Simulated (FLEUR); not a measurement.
Checking a run of FLEUR on GePt (Cmcm, 4 atoms in the cell). The aim is a self-consistent single point with DFT, PBEsol, all-electron FLAPW (FLEUR), scalar-relativistic valence.

The input file:

```xml
# input of inpgen
scf GePt
&input film=f /
2.2088150000 -5.8368730000 0.0000000000
2.2088150000 5.8368730000 0.0000000000
0.0000000000 0.0000000000 4.3529570000
1.8897261246
1.0 1.0 1.0

4
32 0.5640000000 0.4360000000 0.2500000000
32 0.4360000000 0.5640000000 0.7500000000
78 0.8547500000 0.1452500000 0.2500000000
78 0.1452500000 0.8547500000 0.7500000000

&comp jspins=1 /
&exco xctyp='PBEs' /
&kpt div1=3 div2=3 div3=3 /
&end /
# inp.xml
<?xml version="1.0" encoding="UTF-8" standalone="no"?>
<fleurInput fleurInputVersion="0.39">
   <comment>
      scf GePt                                                                                            
   </comment>
   <calculationSetup>
      <cutoffs Kmax="4.3" Gmax="12.9" GmaxXC="12.9" numbands="0"/>
      <scfLoop itmax="80" minDistance="0.00001" maxIterBroyd="15" imix="Anderson" alpha="0.05" precondParam="0.0" spinf="2.0"/>
      <coreElectrons ctail="T" frcor="F" kcrel="0" coretail_lmax="0"/>
      <xcFunctional name="PBEs" relativisticCorrections="F"/>
      <magnetism jspins="1"/>
      <soc l_soc="F" theta="0.0" phi="0.0" spav="F"/>
      <expertModes spex="0" secvar="F"/>
      <geometryOptimization l_f="T" forcealpha="1.0" forcemix="BFGS" epsdisp="0.00001" epsforce="0.00001"/>
      <ldaU l_linMix="F" mixParam="0.05" spinf="1.0"/>
   </calculationSetup>
   <cell>
      <bzIntegration valenceElectrons="60.0" mode="gauss" fermiSmearingEnergy="0.00367493">
         <kPointListSelection listName="default-1"/>
         <!-- k-points included here -->
         <xi:include xmlns:xi="http://www.w3.org/2001/XInclude" href="kpts.xml"> </xi:include>
      </bzIntegration>
      <!-- symmetry operations included here -->
      <xi:include xmlns:xi="http://www.w3.org/2001/XInclude" href="sym.xml"> </xi:include>
      <bulkLattice scale="1.0">
         <bravaisMatrix>
            <row-1>    4.1740554099083491   -11.0300913940723753     0.0000000000000000</row-1>
            <row-2>    4.1740554099083491    11.0300913940723753     0.0000000000000000</row-2>
            <row-3>    0.0000000000000000     0.0000000000000000     8.2258965621604414</row-3>
         </bravaisMatrix>
      </bulkLattice>
   </cell>
   <atomSpecies>
      <species name="Germanium (Ge)" element="Ge" atomicNumber="32">
         <mtSphere radius="2.33" gridPoints="803" logIncrement="0.015"/>
         <atomicCutoffs lmax="10" lnonsphr="8"/>
         <electronConfig flipSpins="F">
            <coreConfig>(1s1/2) (2s1/2) (2p1/2) (2p3/2) (3s1/2) (3p1/2) (3p3/2)</coreConfig>
            <valenceConfig>(4s1/2) (3d3/2) (3d5/2) (4p1/2) (4p3/2)</valenceConfig>
            <stateOccupation state="(4p1/2)" spinUp="0.3333333333333" spinDown="0.3333333333333"/>
            <stateOccupation state="(4p3/2)" spinUp="0.6666666666667" spinDown="0.6666666666667"/>
         </electronConfig>
         <energyParameters s="4" p="4" d="3" f="4"/>
         <lo type="HELO" l="2" n="4" eDeriv="0"/>
      </species>
      <species name="Platinum (Pt)" element="Pt" atomicNumber="78">
         <mtSphere radius="2.68" gridPoints="925" logIncrement="0.015"/>
         <atomicCutoffs lmax="10" lnonsphr="8"/>
         <electronConfig flipSpins="F">
            <coreConfig>(1s1/2) (2s1/2) (2p1/2) (2p3/2) (3s1/2) (3p1/2) (3p3/2) (4s1/2) (3d3/2) (3d5/2) (4p1/2) (4p3/2) (5s1/2) (4d3/2) (4d5/2) (4f5/2) (4f7/2)</coreConfig>
            <valenceConfig>(5p1/2) (5p3/2) (6s1/2) (5d3/2) (5d5/2)</valenceConfig>
            <stateOccupation state="(6s1/2)" spinUp="0.5" spinDown="0.5"/>
            <stateOccupation state="(5d3/2)" spinUp="1.8" spinDown="1.8"/>
            <stateOccupation state="(5d5/2)" spinUp="2.7" spinDown="2.7"/>
         </electronConfig>
         <energyParameters s="6" p="6" d="5" f="5"/>
      </species>
   </atomSpecies>
   <atomGroups>
      <atomGroup species="Germanium (Ge)">
         <relPos label="                   1">-.4360000000 .4360000000 1.000/4.000</relPos>
         <relPos label="                   2">.4360000000 -.4360000000 -1.000/4.000</relPos>
         <force calculate="T" relaxXYZ="TTT"/>
      </atomGroup>
      <atomGroup species="Platinum (Pt)">
         <relPos label="                   3">-.1452500000 .1452500000 1.000/4.000</relPos>
         <relPos label="                   4">.1452500000 -.1452500000 -1.000/4.000</relPos>
         <force calculate="T" relaxXYZ="TTT"/>
      </atomGroup>
   </atomGroups>
   <output dos="F" band="F" slice="F">
      <checks vchk="F" cdinf="F"/>
      <bandDOS minEnergy="-.5*Htr" maxEnergy="0.5*Htr" sigma="0.015" storeEVData="T"/>
      <vacuumDOS vacdos="F" integ="F" star="F" nstars="0" locx1="0.0" locy1="0.0" locx2="0.0" locy2="0.0" nstm="0" tworkf="0.0"/>
      <unfoldingBand unfoldBand="F" supercellX="1" supercellY="1" supercellZ="1"/>
      <plotting iplot="0" polar="F">
         <plot TwoD="T" vec1="  1.0  0.0  0.0" vec2="  0.0  1.0  0.0" vec3="  0.0  0.0  1.0" zero="  0.0  0.0  0.0" file="plot"/>
      </plotting>
      <chargeDensitySlicing numkpt="0" minEigenval="0.0" maxEigenval="0.0" nnne="0" pallst="F"/>
      <specialOutput eonly="F"/>
      <magneticCircularDichroism mcd="F" energyLo="-10.0" energyUp="0.0"/>
   </output>
  <!-- We include the file relax.xml here to enable relaxations (see documentation) -->
  <xi:include xmlns:xi="http://www.w3.org/2001/XInclude" href="relax.xml"> <xi:fallback/> </xi:include>
</fleurInput>
```

The program printed (abridged):

```
      Welcome to FLEUR        (www.flapw.de)
      MaX-Release 8.1          (www.max-centre.eu)

 ========== k-point set info ==========
 Selected k-point list: default-1
 k-point list type: mesh
 3 x 3 x 3
 Number of k points: 8

 ------------Calculation Setup---------------------------
           1           2           4           8
 Number of basis functions:         1057
 Iteration:     1   Distance:      89.01870279 me/bohr^3
 Iteration:     2   Distance:      77.22601825 me/bohr^3
 Iteration:     3   Distance:      36.08197643 me/bohr^3
 Iteration:     4   Distance:      30.05947355 me/bohr^3
 Iteration:     5   Distance:      11.87706784 me/bohr^3
   [... 14 lines left out ...]
 Iteration:    20   Distance:       0.00004697 me/bohr^3
 Iteration:    21   Distance:       0.00003953 me/bohr^3
 Iteration:    22   Distance:       0.00001672 me/bohr^3
 Iteration:    23   Distance:       0.00000172 me/bohr^3
 Reset of history
 Run finished successfully
 Stop message:
   Structural relaxation: new displacements generated

[file out, last iteration]
             iter=     24
[...]
          total density-effective poten   -7.1697392681E+04
          total charge density-energy d   -8.5651399936E+02
 Updated energy parameters for spin:           1
[...]
 fermi energy and band-weighting factors:

[...]
FERMIE:
          first approx. to ef    (T=0)  :   0.334853 htr   (energy of the highest occ. eigenvalue)
          number of occ. states  (T=0)  :        241
          first approx. to seigv (T=0)  : -19.977451 htr
          sum of weights of occ. states :  30.074074
          sum of semicore charge        :   0.000000 e
          fermi energy=   0.33335 har   work function=  -9.07080 ev
   [... lines left out ...]
          total moment                 =     0.00000
 Direct bandgap for spin            1 :    1.9715111751568815E-002  Htr
 ---->    free energy=                    -41049.7368455839 htr
   [... lines left out ...]
      extrapolation for T->0
 ---->    total electron energy=          -41049.7368455839 htr
 ***** TOTAL FORCES ON ATOMS *****
 TOTAL FORCE FOR ATOM TYPE=  1  X=  0.000   Y=  9.618   Z=  2.056
                       FX_TOT= 0.000000 FY_TOT=-0.012036 FZ_TOT= 0.000000
 TOTAL FORCE FOR ATOM TYPE=  2  X=  0.000   Y=  3.204   Z=  2.056
                       FX_TOT= 0.000000 FY_TOT= 0.012261 FZ_TOT= 0.000000
```

FLEUR gives forces in its relaxation mode, with a further iteration, so its stop message speaks of a relaxation.

Problem. Can these results be used? Check the input.

Solution. The run is not sound. The fault is local orbitals for semicore states removed. Semicore states counted as valence need basis functions of their own. To fix it, restore the local orbitals. The run converged in 23 iterations without an error; against the sound input the total energy goes up by 193 eV/atom.

The sound input it was made from differs as follows (other fixes are possible):
```diff
+         <lo type="SCLO" l="1" n="5" eDeriv="0"/>
```

With that input, the run converged in 20 iterations: total energy -1117791.7660 eV; Fermi level (on the code's own zero) 3.84 eV (DFT, PBEsol, all-electron FLAPW (FLEUR), scalar-relativistic valence).

On the sound input: the starting cell was generated: these elements placed on a structure prototype, without a prior relaxation; it need not be a known phase or ordering of this composition. Spin-orbit coupling is off. Spin polarisation is off. Values depend on the basis (sphere radii, cutoffs, local orbitals), which need not be converged. The log's line on a gap gives a spacing of levels on this mesh, which the program prints for metals too.
